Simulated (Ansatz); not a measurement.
The starting structures come from a database of crystals and need not be the phases stable at ambient conditions.

 Where the default PAW files enter, the runs use the earlier of Ansatz's two default sets.

Data:

```xyz
14
Lattice="3.0835 0.0000 0.0000 0.0000 8.0509 0.0000 0.0000 -4.0255 6.9723" Properties=species:S:1:pos:R:3 pbc="T T T"
Ge     0.7709    -1.4419     5.7811
Ge     2.3126     5.4673     1.1912
Ge     2.3126     4.2856     4.1393
Ge     0.7709    -0.2602     2.8331
Ge     0.7709     1.7020     5.3305
Ge     2.3126     2.3234     1.6418
N      0.7709     0.0000     4.6482
N      2.3126     4.0255     2.3241
N      0.7709     5.1357     4.6689
N      2.3126    -1.1103     2.3034
N      2.3126     2.5858     4.8591
N      0.7709     1.4397     2.1132
N      0.7709     5.5010     0.1902
N      2.3126    -1.4755     6.7821
```

Space group of this cell: P6_3/m. The cell is taken as given; by LDA its mean pressure is -4.3 GPa.

Transport runs along the normal of the first two printed cell vectors, the (100) plane of the conventional cell.

The gap is the functional's own, uncorrected, and κ follows it; spin-orbit coupling is left out. Mid-gap values are interpolated between the computed energies.

### Question
Give the band gap and the smallest decay constant κ at mid-gap that LDA run with Ansatz (an electronic-structure program) yields.

### Answer
Gap 2.13 eV on a 10×6×6 mesh; κ = 0.212 1/Å, at the zone centre.
